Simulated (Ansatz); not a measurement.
The starting structures come from a database of crystals and need not be the phases stable at ambient conditions.

 Where the default PAW files enter, the runs use the earlier of Ansatz's two default sets.

By PBEsol, the system below comes out a metal.

A figure of merit of an interconnect metal is its ballistic conductance per area.

Consider the following.

```
CELL_PARAMETERS angstrom
      4.10384     0.00000     0.00000
      0.00000     5.14112     0.00000
      0.00000    -2.57056     4.54320
ATOMIC_POSITIONS crystal
  Co 0.00000 0.50000 0.00000
  Co 0.00000 0.00000 0.50000
  Co 0.00000 0.50000 0.50000
  Sn 0.50000 0.33333 0.66667
  Sn 0.50000 0.66667 0.33333
  Sn 0.00000 0.00000 0.00000
```

Space group of this cell: Cmmm. The cell is strained (lengths across the current scaled by 0.98, ions clamped); by PBEsol its mean pressure is 4.0 GPa.

The current flows along the normal of the first two printed cell vectors. No spin-orbit coupling; the value is a mean over 0.1 eV about the Fermi level.

**Question.** Give the ballistic conductance per area that PBEsol in Ansatz (a quantum-chemistry and plane-wave program) yields.

**Answer.** 0.20 × 10¹⁵ S/m² for both spins.
